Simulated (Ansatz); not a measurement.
Results of PBE0 in Ansatz (PAW) for CsCl-type CoAl.

Numerical settings: plane-wave cutoff 460 eV, 10×10×10 k mesh, Fermi–Dirac smearing 0.05 eV, no spin polarisation, scalar-relativistic PAW data made under PBE.

Cell (relaxed at this level):

```yaml
crystal:
  lattice:
    - [2.80908, 0.00000, 0.00000]
    - [0.00000, 2.80908, 0.00000]
    - [0.00000, 0.00000, 2.80908]
  atoms:
    - { symbol: Al, position: [0.50000, 0.50000, 0.50000] }
    - { symbol: Co, position: [0.00000, 0.00000, 0.00000] }
```

Estimate the bulk modulus and pressure derivative B′ of the bulk modulus that the calculation returns.


- bulk modulus = 205 GPa
- pressure derivative B′ of the bulk modulus = 4.3

Measured, for comparison: bulk modulus 162 GPa (room temperature, no zero-point or thermal correction; as tabulated in Yamada et al. (2019), arXiv:1910.09660). Computed (rounded) less measured: bulk modulus +27 %.

Note: the run has no spin polarisation, so it can have missed a magnetic state.

Static lattice: no zero-point or thermal effects.

It cost around 19 core-minutes (rough) of CPU time.

Ansatz is a quantum-chemistry and plane-wave program.
